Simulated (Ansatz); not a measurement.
Start from Ir in the fcc (Cu type) structure (space group Fm-3m, No. 225; a = 3.831 Å; relaxed with 0.1 eV smearing).

All numbers come from PBEsol/PAW in Ansatz (a first-principles code), without spin-orbit coupling.

Before the change:

```
Property    Value
--------  -------
Pressure  0.0 GPa
```

Now apply this change: every lattice vector is stretched by 1.50 %, atoms relaxed at fixed cell.

Question: Predict the new pressure.

Answer: The pressure goes from zero to -15.4 GPa.

Question: What happens to the energy relative to the base?

Answer: The energy rises by 32 meV/atom.

The cells carry an imposed strain or load. Whether these cells are dynamically stable was not tested. All final runs are without spin polarisation.
